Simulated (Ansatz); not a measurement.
Cubic perovskite KMgF₃, treated with PBEsol-D3(BJ) in Ansatz (PAW).

Run with plane-wave cutoff 520 eV, 8×8×8 k mesh, Fermi–Dirac smearing 0.01 eV, scalar-relativistic PAW data made under PBE.

Pressure at four volumes; x = ln(V/12.378 Å³). One pressure is withheld.

| V (Å³/atom) | x | P (GPa) |
|---|---|---|
| 11.635 | -0.0619 | 5.50 |
| 12.378 | 0.0000 | 0.00 |
| 12.873 | 0.0392 | -2.77 |
| 13.120 | 0.0582 | ? |

Task: Pass a parabola P(x) through the three rows shown, estimate the bulk modulus and its pressure derivative near zero pressure, and predict the withheld pressure.

Result: Slopes between the rows: (0.00 − (5.50))/(0.0000 − (-0.0619)) = -88.85 and (-2.77 − (0.00))/(0.0392 − (0.0000)) = -70.66 GPa. Their difference over the span 0.1011 is c = 18.19/0.1011 = 179.9 GPa, so P(x) = 5.50 + (-88.85)(x − (-0.0619)) + 179.9 (x − (-0.0619))(x − (0.0000)). At the middle row B = −dP/dx = −[-88.85 + 179.9 × 0.0619] = 77.7 GPa, and B′ = dB/dP = 2c/B = 4.6. At x = 0.0582 the parabola gives -3.91 GPa; the run gives -3.95 GPa. The Birch–Murnaghan fit to the energies at all volumes has B0 = 77.3 GPa and B′ = 4.5.

Measured, for comparison: bulk modulus 75.1 GPa (room temperature, no zero-point or thermal correction, our sources range from 71.2 to 75.1; as tabulated in Vaitheeswaran et al. (2007), arXiv:cond-mat/0703621). Computed (rounded) less measured: bulk modulus +3 % (+3 % to +9 % over the range). A static lattice is as a rule a little smaller and stiffer than an uncorrected measurement, which narrows the difference in the bulk modulus and would widen misses of the other sign.

Ansatz is a quantum-chemistry and plane-wave program.
